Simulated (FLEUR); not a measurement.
FLEUR run on LaAl₂BRu₂ (P4/mmm, 6 atoms in the cell): self-consistent single point.

Computed with FLEUR with PBEsol, all-electron FLAPW (FLEUR), scalar-relativistic valence.

The change in words: lattice scaled by 0.98. Reference geometry:
```
LaAl2BRu2
1.0
    4.22935     0.00000     0.00000
    0.00000     4.22935     0.00000
    0.00000     0.00000     5.67992
La Al B Ru
1 2 1 2
Direct
  0.00000   0.00000   0.50000
  0.50000   0.50000   0.74577
  0.50000   0.50000   0.25423
  0.00000   0.00000   0.00000
  0.50000   0.00000   0.00000
  0.00000   0.50000   0.00000
```

Reference input (self-consistent single point, DFT, PBEsol, all-electron FLAPW (FLEUR), scalar-relativistic valence): Kmax = 4.6 1/bohr; GmaxXC = 18.4 1/bohr; xcFunctional = PBEs; jspins = 1; l_soc = F; mode = gauss; fermiSmearingEnergy = 0.00183747 Htr; mesh (inpgen div1-3) = 5 5 4; inpgen gamma flag = true; Gmax = 18.4 1/bohr; numbands = 0; maxIterBroyd = 40. This run's input differs from it in these lines:

```diff
@@ -3,5 +3,5 @@
 &input film=f /
-7.9923131852 0.0000000000 0.0000000000
-0.0000000000 7.9923131852 0.0000000000
-0.0000000000 0.0000000000 10.7334932098
+7.8324669215 0.0000000000 0.0000000000
+0.0000000000 7.8324669215 0.0000000000
+0.0000000000 0.0000000000 10.5188241015
 1.0
@@ -48,5 +48,5 @@
          <bravaisMatrix>
-            <row-1>    7.9923131851999996     0.0000000000000000     0.0000000000000000</row-1>
-            <row-2>    0.0000000000000000     7.9923131851999996     0.0000000000000000</row-2>
-            <row-3>    0.0000000000000000     0.0000000000000000    10.7334932098000007</row-3>
+            <row-1>    7.8324669215000000     0.0000000000000000     0.0000000000000000</row-1>
+            <row-2>    0.0000000000000000     7.8324669215000000     0.0000000000000000</row-2>
+            <row-3>    0.0000000000000000     0.0000000000000000    10.5188241014999999</row-3>
          </bravaisMatrix>
```

Output (repeated stretches shortened):

```
 Iteration:     1   Distance:      15.60266001 me/bohr^3
 Iteration:     2   Distance:      13.04160534 me/bohr^3
 Iteration:     3   Distance:       5.57838981 me/bohr^3
 Iteration:     4   Distance:       4.01613056 me/bohr^3
 Iteration:     5   Distance:       3.71262761 me/bohr^3
   [... 10 lines left out ...]
 Iteration:    16   Distance:       0.00036558 me/bohr^3
 Iteration:    17   Distance:       0.00006375 me/bohr^3
 Iteration:    18   Distance:       0.00004950 me/bohr^3
 Iteration:    19   Distance:       0.00000880 me/bohr^3
 Reset of history
 Run finished successfully
 Stop message:
   Structural relaxation: new displacements generated

[file out, last iteration]
             iter=     20
[...]
          total density-effective poten   -2.9914218489E+04
          total charge density-energy d   -5.0436569405E+02
 Updated energy parameters for spin:           1
[...]
 fermi energy and band-weighting factors:

[...]
FERMIE:
          first approx. to ef    (T=0)  :   0.446774 htr   (energy of the highest occ. eigenvalue)
          number of occ. states  (T=0)  :        433
          first approx. to seigv (T=0)  :  -6.515518 htr
          sum of weights of occ. states :  24.010000
          sum of semicore charge        :   0.000000 e
          fermi energy=   0.44759 har   work function= -12.17951 ev
          number of valence electrons=  48.00000
   [... lines left out ...]
          total moment                 =     0.00000
 Direct bandgap for spin            1 :    8.2415617141727848E-003  Htr
 ---->    free energy=                    -18063.0993724098 htr
   [... lines left out ...]
 TOTAL FORCE FOR ATOM TYPE=  2  X=  3.916   Y=  3.916   Z= -2.674
                       FX_TOT= 0.000000 FY_TOT= 0.000000 FZ_TOT=-0.004973
 TOTAL FORCE FOR ATOM TYPE=  3  X=  0.000   Y=  0.000   Z=  0.000
                       FX_TOT= 0.000000 FY_TOT= 0.000000 FZ_TOT= 0.000000
 TOTAL FORCE FOR ATOM TYPE=  4  X=  3.916   Y=  0.000   Z=  0.000
                       FX_TOT= 0.000000 FY_TOT= 0.000000 FZ_TOT= 0.000000
```

The run converged in 19 iterations. FLEUR gives forces in its relaxation mode, with a further iteration, so its stop message speaks of a relaxation. Against the reference run the total energy rises by 1.2 meV/atom and the largest force goes from 0.127 to 0.256 eV/Å.

The starting cell comes from a database of computed structures (which also holds hypothetical and non-ambient phases and stackings), without a prior relaxation at this level. For this run, on top of that: lattice scaled by 0.98. Spin polarisation is off. Values depend on the basis (sphere radii, cutoffs, local orbitals), which need not be converged. The log's line on a gap gives a spacing of levels on this mesh, which the program prints for metals too.

Cost on one core of a shared machine: roughly 7 min.
